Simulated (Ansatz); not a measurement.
**GaP: alloy series**

The reference is GaP in the zinc blende structure (space group F-43m, No. 216).

```yaml
crystal:
  lattice:
    - [0.00000, 2.71923, 2.71923]
    - [2.71923, 0.00000, 2.71923]
    - [2.71923, 2.71923, 0.00000]
  atoms:
    - { symbol: P, position: [0.75000, 0.75000, 0.75000] }
    - { symbol: Ga, position: [0.00000, 0.00000, 0.00000] }
```

The other end (x = 1) is AsP in the zinc blende structure (space group F-43m, No. 216; a hypothetical phase, not in the database extracts checked): 23.89 Å³/atom, gap zero; this end may not be an ambient phase.

As replaces a fraction x of Ga; each row is one arrangement (x, atoms in the cell, starting space group or random), fully relaxed.

Calculations: PBEsol in Ansatz (plane waves to 420 eV, PAW, scalar-relativistic without spin-orbit coupling).

Notes on the quantities. mixing energy: to 0.01 eV only: unlike meshes or grids; against an end that may be hypothetical.

| case | mixing energy | volume per atom |
|---|---|---|
| base | – | 20.11 Å³ |
| x(As) = 0.25, 8 atoms, I-42m | +0.07 eV/atom | (withheld) |
| x(As) = 0.25, 8 atoms, Amm2 | +0.04 eV/atom | 19.59 Å³ |
| x(As) = 0.25, 8 atoms, Pmm2 | +0.07 eV/atom | (withheld) |
| x(As) = 0.333, 6 atoms, P3m1 | (withheld) | 20.62 Å³ |
| x(As) = 0.5, 4 atoms, R3m | -0.02 eV/atom | 20.61 Å³ |
| x(As) = 0.5, 4 atoms, P-4m2 | 0.00 eV/atom | 19.71 Å³ |
| x(As) = 0.75, 8 atoms, P-4m2 | -0.02 eV/atom | 21.39 Å³ |

### Question
What belongs in the blanks?

### Answer

- x(As) = 0.25, 8 atoms, I-42m, volume per atom: 21.10 Å³
- x(As) = 0.25, 8 atoms, Pmm2, volume per atom: 21.14 Å³
- x(As) = 0.333, 6 atoms, P3m1, mixing energy: +0.03 eV/atom

These are small ordered cells, not random alloys; other orderings at the same x differ. Stability against distortions was not tested. All final runs are without spin polarisation. Under x(As) = 0.333, 6 atoms, P3m1, x(As) = 0.5, 4 atoms, R3m and x(As) = 0.5, 4 atoms, P-4m2 and more the cell changed shape so far that it is another structure. A zero or small gap of Ga3AsP4 can be the functional's error rather than a property of the material.

Ansatz is a first-principles code.
